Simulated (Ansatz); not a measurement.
CuI: response to strain

Consider CuI in the zinc blende structure (space group F-43m, No. 216; a = 5.862 Å).

Strains are applied to the cell and any free atomic positions relax.

Computed with LDA (Ansatz, a quantum-chemistry and plane-wave program), no spin-orbit coupling.

Candidates:
(a) isotropic strain +3.00 %
(b) isotropic strain −1.50 %
(c) isotropic strain −2.50 %

Notes on the quantities. energy relative to the base: free energy F.

Question: Order them by energy relative to the base, lowest first.

Answer: (b) isotropic strain −1.50 % (+9.6 meV/atom), (c) isotropic strain −2.50 % (+28 meV/atom), (a) isotropic strain +3.00 % (+32 meV/atom)

Whether these cells are dynamically stable was not tested. All final runs are without spin polarisation.
